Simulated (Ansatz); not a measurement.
A computed series for AlN: response to strain

Start from AlN in the zinc blende structure (space group F-43m, No. 216; a = 4.378 Å). Axes: x, y, z lie along the cube axes.

Strains are applied to the cell and any free atomic positions relax.

Method: PBEsol, PAW, 420 eV (Ansatz, a quantum-chemistry and plane-wave program; no spin-orbit coupling).

Notes on the quantities. energy relative to the base: free energy F.

```csv
uniaxial strain ε_zz (%),energy relative to the base (meV/atom)
-3,8.5
-2.5,5.9
-2,?
-1.5,2.1
-1,0.9
-0.5,0.2
0,0.0
```

### Question
Fit ΔE = Aε² + Bε³ (ε in %) to the rows shown and predict the withheld row.

### Answer
Least squares on the printed values gives A = 0.918 and B = -0.0093 meV/atom (largest residual 0.0 meV/atom); this predicts 3.7 meV/atom, and the run gives 3.7 meV/atom, in agreement.

Stability against distortions was not tested. This is not the structure that AlN has at room temperature and ambient pressure.
